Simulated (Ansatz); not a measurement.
A computed series for Pt: response to strain

The reference is Pt in the fcc (Cu type) structure (space group Fm-3m, No. 225; relaxed with 0.1 eV smearing).

```
Pt
1.0
    0.00000     1.95989     1.95989
    1.95989     0.00000     1.95989
    1.95989     1.95989     0.00000
Pt
1
Direct
  0.00000   0.00000   0.00000
```

Cartesian axes are those of the cell as printed.

Strains are applied to the cell and any free atomic positions relax; under biaxial strain the out-of-plane vector relaxes too.

Level of theory: PBEsol/PAW in Ansatz (an electronic-structure program), no spin-orbit coupling.

Notes on the quantities. energy relative to the base: free energy F.

```json
[
 {"biaxial strain, plane normal [111], relaxed out of plane (%)": "-2.5", "energy relative to the base (meV/atom)": "24.7"},
 {"biaxial strain, plane normal [111], relaxed out of plane (%)": "-2.08", "energy relative to the base (meV/atom)": "16.7"},
 {"biaxial strain, plane normal [111], relaxed out of plane (%)": "-1.67", "energy relative to the base (meV/atom)": "10.6"},
 {"biaxial strain, plane normal [111], relaxed out of plane (%)": "-1.25", "energy relative to the base (meV/atom)": "5.8"},
 {"biaxial strain, plane normal [111], relaxed out of plane (%)": "-0.83", "energy relative to the base (meV/atom)": "2.5"},
 {"biaxial strain, plane normal [111], relaxed out of plane (%)": "-0.42", "energy relative to the base (meV/atom)": "?"},
 {"biaxial strain, plane normal [111], relaxed out of plane (%)": "0", "energy relative to the base (meV/atom)": "0.0"}
]
```

Question: Fit ΔE = Aε² + Bε³ (ε in %) to the rows shown and predict the withheld row.

Answer: Least squares on the printed values gives A = 3.47 and B = -0.19 meV/atom (largest residual 0.0 meV/atom); this predicts 0.6 meV/atom, and the run gives 0.6 meV/atom, in agreement.

No phonon test of stability was made. The final runs are not spin-polarised.
